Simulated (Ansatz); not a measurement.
Phonon-limited transport in NiTe₂ (P-3m1)

Input:

```xyz
3
Lattice="3.7969 0.0000 0.0000 -1.8985 3.2882 0.0000 0.0000 0.0000 5.1059" Properties=species:S:1:pos:R:3 pbc="T T T"
Ni     0.0000     0.0000     0.0000
Te     0.0000     2.1922     1.2867
Te     1.8985     1.0961     3.8192
```

The numbers are results of LDA, DFPT electron-phonon coupling, linearised Boltzmann equation (plane waves, PAW, scalar-relativistic; Ansatz, a first-principles code), not measurements. Cell: relaxed with this functional, without spin-orbit coupling.

```yaml
resistivity at 300 K: 16.2 (x), 16.2 (y), 16.7 (z) μΩ·cm
resistivity at 77 K: 2.9 μΩ·cm
electron mean free path at 300 K (weighted by the current that each state carries): 8.1 (x), 8.1 (y), 7.8 (z) nm
electron-phonon coupling λ: 0.45
transport coupling λ_tr: 0.47 (x), 0.47 (y), 0.45 (z)
logarithmic_mean_phonon_energy: 11.7 meV
density of states at the Fermi level: 0.79 states/(eV·spin·cell)
drude_plasma_energy: 5.7 (x), 5.7 (y), 5.5 (z) eV
```

A metal at this level (no band gap). Only scattering by harmonic phonons is included (no impurities, grain boundaries, electron-electron scattering or thermal expansion). Spin-orbit coupling is left out. The squared frequency of the phonon mode least converged on the k mesh is uncertain by about 10 %. The run warned that the eigensolver left some states short of its tolerance. Halving the electron mesh (24x24x16) moves the resistivity by up to 5 % at 300 K, the mean free path by up to 4 %, the coupling by up to 4 %. Smearing 0.20 eV; phonons on a 4x4x3 q mesh, which this run doesn't test and which matters most at low temperature.

Formula and space group known from diffraction (Crystallography Open Database), not checked to be the room-temperature form: NiTe2 (P-3m1). Treated as nonmagnetic (a ferromagnetic start lost its moment, other orders weren't tried): NiTe2 (P-3m1).
